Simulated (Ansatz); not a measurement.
**What Lu on a Ce site, symmetric start does to Ce**

Base system: a 12-atom supercell of Ce in the fcc (Cu type) structure (space group Fm-3m, No. 225; a = 4.582 Å) at its relaxed geometry.

Perturbation: a neutral Lu on a Ce site, symmetric start, atoms relaxed at fixed cell.

Computed with Kohn–Sham DFT with the PBEsol functional, run in Ansatz (a program for electronic structure) with PAW and 420 eV plane waves, no SOC. Γ-centred 6×5×6 mesh, Fermi–Dirac width 0.05 eV.

The pressure rises by 0.9 GPa to 0.8 GPa and the energy gained by relaxation is 0.00 eV. The largest displacement of a host atom from its site in the perfect cell amounts to 0.01 Å and the mean distance from the defect site to its nearest host atoms stays essentially unchanged (3.24 Å against 3.25 Å).

Other magnetic orders, which the real material may have, were not ruled out. The 4f electrons are in the valence with no U and their state was not checked, so volumes and moments can be off. In so small a cell the defect repeats every few ångströms: this is an ordered compound, not a dilute defect. The defect started on the symmetric site and kept its symmetry, so it may sit on a saddle. Seeded moments were not kept for Lu on a Ce site and the base. Spin-polarised in the final run: Lu on a Ce site; the other runs are not. The defect cell is spin-polarised and ends with 0.0 μB.
